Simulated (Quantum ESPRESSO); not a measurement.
The steps of a band-structure calculation for AlV2C (P6_3/mmc, 8 atoms in the cell) with Quantum ESPRESSO.

Method: PBE, SSSP 1.1.2 efficiency (PBE) pseudopotentials (plane waves; Quantum ESPRESSO 7.5).

Step 1 (scf):

```fortran
&CONTROL
  calculation = 'scf'
  prefix = 'pwscf'
  outdir = './out'
  pseudo_dir = './'
  tprnfor = .true.
  tstress = .true.
/
&SYSTEM
  ibrav = 4
  celldm(1) = 5.4644129965
  celldm(3) = 4.538308420973
  nat = 8
  ntyp = 3
  ecutwfc = 50
  ecutrho = 400
  occupations = 'smearing'
  smearing = 'gaussian'
  degauss = 0.0147
  nbnd = 39
/
&ELECTRONS
  conv_thr = 1.0d-10
  mixing_beta = 0.7
/
ATOMIC_SPECIES
Al    26.9815  Al.pbe-n-kjpaw_psl.1.0.0.UPF
V     50.9415  v_pbe_v1.4.uspp.F.UPF
C     12.0110  C.pbe-n-kjpaw_psl.1.0.0.UPF
ATOMIC_POSITIONS {alat}
Al    0.0000000000    0.5773502692    1.1345771052
Al    0.5000000000    0.2886751346    3.4037313157
V     0.0000000000    0.5773502692    2.6611732919
V     0.5000000000    0.2886751346    1.8771351291
V     0.5000000000    0.2886751346    0.3920190814
V     0.0000000000    0.5773502692    4.1462893396
C     0.0000000000    0.0000000000    0.0000000000
C     0.0000000000    0.0000000000    2.2691542105
K_POINTS {automatic}
7 7 2  0 0 0
```

Step 2 (bands):

```fortran
&CONTROL
  calculation = 'bands'
  prefix = 'pwscf'
  outdir = './out'
  pseudo_dir = './'
  verbosity = 'high'
/
&SYSTEM
  ibrav = 4
  celldm(1) = 5.4644129965
  celldm(3) = 4.538308420973
  nat = 8
  ntyp = 3
  ecutwfc = 50
  ecutrho = 400
  occupations = 'smearing'
  smearing = 'gaussian'
  degauss = 0.0147
  nbnd = 43
/
&ELECTRONS
  conv_thr = 1.0d-10
  startingwfc = 'random'
  diago_thr_init = 1.0d-6
  diagonalization = 'cg'
/
ATOMIC_SPECIES
Al    26.9815  Al.pbe-n-kjpaw_psl.1.0.0.UPF
V     50.9415  v_pbe_v1.4.uspp.F.UPF
C     12.0110  C.pbe-n-kjpaw_psl.1.0.0.UPF
ATOMIC_POSITIONS {alat}
Al    0.0000000000    0.5773502692    1.1345771052
Al    0.5000000000    0.2886751346    3.4037313157
V     0.0000000000    0.5773502692    2.6611732919
V     0.5000000000    0.2886751346    1.8771351291
V     0.5000000000    0.2886751346    0.3920190814
V     0.0000000000    0.5773502692    4.1462893396
C     0.0000000000    0.0000000000    0.0000000000
C     0.0000000000    0.0000000000    2.2691542105
K_POINTS {crystal_b}
12
  0.00000000   0.00000000   0.00000000  13  ! G
  0.50000000   0.00000000   0.00000000   7  ! M
  0.33333333   0.33333333   0.00000000  14  ! K
  0.00000000   0.00000000   0.00000000   2  ! G
  0.00000000   0.00000000   0.50000000  13  ! A
  0.50000000   0.00000000   0.50000000   7  ! L
  0.33333333   0.33333333   0.50000000  14  ! H
  0.00000000   0.00000000   0.50000000   1  ! A
  0.50000000   0.00000000   0.50000000   2  ! L
  0.50000000   0.00000000   0.00000000   1  ! M
  0.33333333   0.33333333   0.00000000   2  ! K
  0.33333333   0.33333333   0.50000000   1  ! H
```

Step 3 (bands.x):

```fortran
&BANDS
  prefix = 'pwscf'
  outdir = './out'
  filband = 'bands.dat'
  lsym = .false.
/
```

Output of bands (abridged):

```
     file Al.pbe-n-kjpaw_psl.1.0.0.UPF: wavefunction(s)  3S 3P renormalized
     file C.pbe-n-kjpaw_psl.1.0.0.UPF: wavefunction(s)  2S 2P renormalized

     Atomic positions and unit cell read from directory:
     ./out/pwscf.save/
     G-vector sticks info
     --------------------
     sticks:   dense  smooth     PW     G-vecs:    dense   smooth      PW
     Sum         823     421    121                86635    30735    5185

   [... lines left out ...]
     unit-cell volume          =     641.2911 (a.u.)^3
   [... lines left out ...]

     The potential is recalculated from file :
     ./out/pwscf.save/charge-density

     negative rho (up, down):  3.425E-03 0.000E+00

     Band Structure Calculation
     CG style diagonalization

     ethr =  1.00E-06,  avg # of iterations = 35.4

     End of band structure calculation

          k = 0.0000 0.0000 0.0000 (  3871 PWs)   bands (ev):

   -50.4857 -50.4856 -50.4299 -50.4298 -24.5304 -24.5281 -24.2064 -24.2039
   -24.1492 -24.1492 -24.1492 -24.1492 -24.1125 -24.1125 -24.1125 -24.1125
     1.2708   1.3626   4.8296   5.4328   7.3210   8.3672  10.7240  10.7240
    10.7269  10.7269  10.8850  11.8026  12.8962  13.2360  13.6502  13.6502
    13.6659  13.6659  14.4841  14.4841  14.5231  14.5231  15.2357  15.2358
    15.2873  15.2873  17.0750

          k = 0.0385 0.0222 0.0000 (  3829 PWs)   bands (ev):

   -50.4847 -50.4847 -50.4293 -50.4293 -24.5290 -24.5267 -24.2079 -24.2055
   -24.1534 -24.1533 -24.1510 -24.1510 -24.1172 -24.1172 -24.1132 -24.1131
     1.2957   1.3859   4.8642   5.4578   7.3586   8.3959  10.5516  10.6802
    10.7283  10.7312  11.0312  11.7956  12.8992  13.2516  13.6092  13.6268
    13.6724  13.6886  14.4270  14.4688  14.5020  14.5088  15.2462  15.2501
    15.3021  15.3061  17.0981

   [... 75 blocks of this kind left out ...]
```

Output of bands.x (abridged):

```
     Reading xml data from directory:

     ./out/pwscf.save/
     file Al.pbe-n-kjpaw_psl.1.0.0.UPF: wavefunction(s)  3S 3P renormalized
     file C.pbe-n-kjpaw_psl.1.0.0.UPF: wavefunction(s)  2S 2P renormalized

     G-vector sticks info
     --------------------
     sticks:   dense  smooth     PW     G-vecs:    dense   smooth      PW
     Sum         823     421    121                86635    30735    5185

     negative rho (up, down):  3.425E-03 0.000E+00
     Reading collected, re-writing distributed wavefunctions
     high-symmetry point:  0.0000 0.0000 0.0000   x coordinate   0.0000
     high-symmetry point:  0.5000 0.2887 0.0000   x coordinate   0.5774
     high-symmetry point:  0.3333 0.5774 0.0000   x coordinate   0.9107
     high-symmetry point:  0.0000 0.0000 0.0000   x coordinate   1.5774
     high-symmetry point:  0.0000 0.0000 0.1102   x coordinate   1.6875
     high-symmetry point:  0.5000 0.2887 0.1102   x coordinate   2.2649
     high-symmetry point:  0.3333 0.5774 0.1102   x coordinate   2.5982
     high-symmetry point:  0.0000 0.0000 0.1102   x coordinate   3.2649
     high-symmetry point:  0.5000 0.2887 0.1102   x coordinate   3.2649
     high-symmetry point:  0.5000 0.2887 0.0000   x coordinate   3.3750
     high-symmetry point:  0.3333 0.5774 0.0000   x coordinate   3.3750
     high-symmetry point:  0.3333 0.5774 0.1102   x coordinate   3.4852

     Plottable bands (eV) written to file bands.dat.gnu
     Bands written to file bands.dat

   JOB DONE.
```

The starting cell comes from a database of computed structures (which also holds hypothetical and non-ambient phases and stackings), without a prior relaxation at this level. Its lattice was rescaled by a random factor within 2.5 % of one. Spin polarisation is off.
